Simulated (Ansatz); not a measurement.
The parent structure is MgTe in the zinc blende structure (space group F-43m, No. 216; a = 6.509 Å).

All numbers come from Ansatz (a first-principles code), PBE, PAW, cutoff 420 eV, without spin-orbit coupling.

For the base:

- Smallest direct gap = 2.33 eV
- Width of the top valence band = 1.39 eV

It is then changed as follows: a hydrostatic pressure of 22.5 GPa.

Q: Estimate the effect on the smallest direct gap and width of the top valence band.

A: The smallest direct gap goes up by 1.65 eV to 3.98 eV; the width of the top valence band grows by 0.88 eV (1.39 eV → 2.27 eV).

With Te present, leaving out spin-orbit coupling can change the band edges. Load acts through the strain it causes; cell and atoms are relaxed under it. Stability against distortions was not tested. Tetrahedral semiconductors of this kind turn to denser phases somewhere between about 1 and 50 GPa; those were not computed, so compressed cells here can lie past the real transition.
